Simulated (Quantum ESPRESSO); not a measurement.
A self-consistent single point of TaCuS₂ (P6_3mc, 8 atoms in the cell) with Quantum ESPRESSO.

Computed with PBEsol, PSlibrary PAW (PBE) pseudopotentials (plane waves; Quantum ESPRESSO 7.5).

The change in words: lattice scaled by 0.98. Reference geometry:
```xyz
8
Lattice="3.3711 0.0000 0.0000 -1.6855 2.9194 0.0000 0.0000 0.0000 13.3313" Properties=species:S:1:pos:R:3 pbc="T T T"
Ta     1.6855     0.9731     9.9454
Ta     0.0000     1.9463     3.2798
Cu     1.6855     0.9731    12.8490
Cu     0.0000     1.9463     6.1833
S      1.6855     0.9731     4.8842
S      0.0000     1.9463    11.5498
S      0.0000     1.9463     8.3959
S      1.6855     0.9731     1.7303
```

Reference input (self-consistent single point, DFT, PBEsol, plane waves, PSlibrary PAW (PBE) pseudopotentials): ecutwfc = 50 Ry; ecutrho = 300 Ry; occupations = smearing; smearing = fermi-dirac; degauss = 0.0073499 Ry; input_dft = pbesol; K_POINTS = automatic 8 8 2 0 0 0; conv_thr = 1e-09 Ry. This run's input differs from it in these lines:

```diff
@@ -10,3 +10,3 @@
    ibrav = 0
-   celldm(1) = 6.37043730
+   celldm(1) = 6.24302837
    nat = 8
@@ -30,3 +30,3 @@
   -0.50000000     0.86602540     0.00000000
-   0.00000000     0.00000000     3.95459600
+   0.00000000     0.00000000     3.95459612
 ATOMIC_POSITIONS {crystal}
```

The program printed (abridged):

```
     Self-consistent Calculation

     iteration #  1     ecut=    50.00 Ry     beta= 0.70

     Threshold (ethr) on eigenvalues was too large:
     Diagonalizing with lowered threshold

     total energy              =   -2117.20953865 Ry
     estimated scf accuracy    <       0.35131728 Ry

     iteration #  2     ecut=    50.00 Ry     beta= 0.70

     total energy              =   -2117.09461741 Ry
     estimated scf accuracy    <       2.17642161 Ry

     iteration #  3     ecut=    50.00 Ry     beta= 0.70

     total energy              =   -2117.39379566 Ry
     estimated scf accuracy    <       0.04453382 Ry

   [... 7 blocks of this kind left out ...]

     iteration # 11     ecut=    50.00 Ry     beta= 0.70

     total energy              =   -2117.40895902 Ry
     estimated scf accuracy    <          3.7E-09 Ry

     iteration # 12     ecut=    50.00 Ry     beta= 0.70
     End of self-consistent calculation

     the Fermi energy is    13.6470 ev

!    total energy              =   -2117.40895902 Ry
     estimated scf accuracy    <          3.2E-10 Ry
     smearing contrib. (-TS)   =      -0.00089420 Ry
     internal energy E=F+TS    =   -2117.40806482 Ry

     convergence has been achieved in  12 iterations

     Forces acting on atoms (cartesian axes, Ry/au):

     atom    1 type  1   force =    -0.00000000    0.00000000    0.00098602
     atom    2 type  1   force =     0.00000000   -0.00000000    0.00098602
     atom    3 type  2   force =     0.00000000    0.00000000    0.00038823
     atom    4 type  2   force =    -0.00000000   -0.00000000    0.00038823
     atom    5 type  3   force =     0.00000000   -0.00000000    0.01042381
   [... lines left out ...]

     Total force =     0.022315     Total SCF correction =     0.000054

          total   stress  (Ry/bohr**3)                   (kbar)     P=       29.88
   0.00017482   0.00000000  -0.00000000           25.72        0.00       -0.00
   0.00000000   0.00017482  -0.00000000            0.00       25.72       -0.00
  -0.00000000  -0.00000000   0.00025974           -0.00       -0.00       38.21

   JOB DONE.
```

The run converged in 12 iterations. Against the reference run the free energy goes down by 8.6 meV/atom, the pressure goes from -6.20 to 2.99 GPa and the largest force goes from 0.206 to 0.303 eV/Å.

The starting cell comes from a database of computed structures (which also holds hypothetical and non-ambient phases and stackings), without a prior relaxation at this level. For this run, on top of that: lattice scaled by 0.98. Spin polarisation is off.

Cost on one core of a shared machine: roughly 80 s.
